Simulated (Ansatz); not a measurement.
Base system: HfSi2 (space group Cmcm, No. 63).

```cif
data_Hf4Si8
_chemical_formula_sum 'Si8 Hf4'
_space_group_name_H-M_alt 'Cmcm'
_space_group_IT_number 63
_space_group_name_Hall '-C 2c 2'
_cell_length_a 3.65027
_cell_length_b 14.34967
_cell_length_c 3.63523
_cell_angle_alpha 90.000
_cell_angle_beta 90.000
_cell_angle_gamma 90.000
loop_
_space_group_symop_operation_xyz
  'x, y, z'
  '-x, -y, -z'
  '-x, -y, z+1/2'
  'x, y, -z+1/2'
  'x, -y, -z'
  '-x, y, z'
  '-x, y, -z+1/2'
  'x, -y, z+1/2'
  'x+1/2, y+1/2, z'
  '-x+1/2, -y+1/2, -z'
  '-x+1/2, -y+1/2, z+1/2'
  'x+1/2, y+1/2, -z+1/2'
  'x+1/2, -y+1/2, -z'
  '-x+1/2, y+1/2, z'
  '-x+1/2, y+1/2, -z+1/2'
  'x+1/2, -y+1/2, z+1/2'
loop_
_atom_site_label
_atom_site_type_symbol
_atom_site_symmetry_multiplicity
_atom_site_Wyckoff_symbol
_atom_site_fract_x
_atom_site_fract_y
_atom_site_fract_z
_atom_site_occupancy
Si1 Si 4 c 0.00000 0.05524 0.25000 1
Si2 Si 4 c 0.00000 0.24986 0.75000 1
Hf1 Hf 4 c 0.00000 0.39526 0.25000 1
```
(The calculation used a cell of 6 atoms; values per cell refer to that cell.)

Method: PBEsol (Ansatz, a first-principles code), spin-orbit coupling left out.

For the base:

```
Property            Value
---------------  --------
Volume per atom  15.87 Å³
Band gap             zero
```

The change: cell and atoms relaxed at a pressure of 7 GPa.

**Question.** Estimate the effect on the volume per atom.

**Answer.** The volume per atom drops by 0.73 Å³ (15.87 Å³ → 15.14 Å³).

**Question.** How does this affect the band gap?

**Answer.** The band gap is still zero.

Load acts through the strain it causes; cell and atoms are relaxed under it. Stability against distortions was not tested. No other phases were tried under pressure. All final runs are without spin polarisation.
